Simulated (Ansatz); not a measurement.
For TiAl3 (I4/mmm, No. 139), BLYP (Ansatz, a quantum-chemistry and plane-wave program, PAW) gives:

```
Property                           Value
------------------------------  --------
equilibrium lattice constant a   3.879 Å
c axis length                    8.740 Å
bulk modulus                    92.2 GPa
```

**Question.** What does r²SCAN (plane waves, PAW; Ansatz) give for the same quantities?

**Answer.** 
- lattice constant a: 3.824 Å (shrinks by 1.4 %)
- lattice parameter c: 8.560 Å (decreases by 2.1 %)
- bulk modulus: 115 GPa (rises by 25 %)

Changes are worked out from the printed values.

Unless a cell is named, each level is at its own relaxed cell (BLYP 16.44, r²SCAN 15.65 Å³/atom).

The crystal itself was run without spin with r²SCAN; a magnetic state was not tried in these runs.

Ansatz's density-functional and Hartree–Fock values are scalar-relativistic unless marked +SOC, with PAW data made under PBE.
